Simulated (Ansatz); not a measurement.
Functionals compared on CO on the 1x1 (111) surface of fcc Pd, one in a 2x2 cell, started at the site 'hollow Pd-Pd-Pd over Pd at depth 2.3 Å', in Ansatz (plane waves, PAW). The structure was relaxed with PBE; the other rows are single points on it, each with its references at the same level. Cutoff 420 eV (500 eV for r2SCAN).

Slab: 18 atoms, 6.8 Å thick at the start under the adsorbate (thin: gaps and levels are the slab's own); k 6x6x1, smearing 0.1 eV, dipole-corrected; 8 atoms held, the rest relaxed; symmetry of the start imposed; no spin, no spin-orbit, no U, no dispersion correction. At the end it is bonded to 3 Pd. In PBE it is, or lies within 0.03 eV of, the lowest of the starts that converged. These notes are the PBE run's. Adsorption energies are against CO(g). A negative adsorption energy means that the adsorbate is more stable on the surface than in its reference.

| functional | adsorption energy (eV) | work function of the top face (eV) | change of the work function (eV) | rough cost of the single point |
|---|---|---|---|---|
| PBE | -1.99 | 6.22 | 0.98 | – |
| RPBE | -1.59 | 6.07 | 1.03 | very roughly 90 core-seconds |
| r2SCAN | ___ | ___ | ___ | roughly 3 core-minutes |

Task: What belongs in the gaps?

Result: 
- r2SCAN, adsorption energy (eV): -2.18
- r2SCAN, work function of the top face (eV): 6.33
- r2SCAN, change of the work function (eV): 1.11

Ansatz is a quantum-chemistry and plane-wave program.
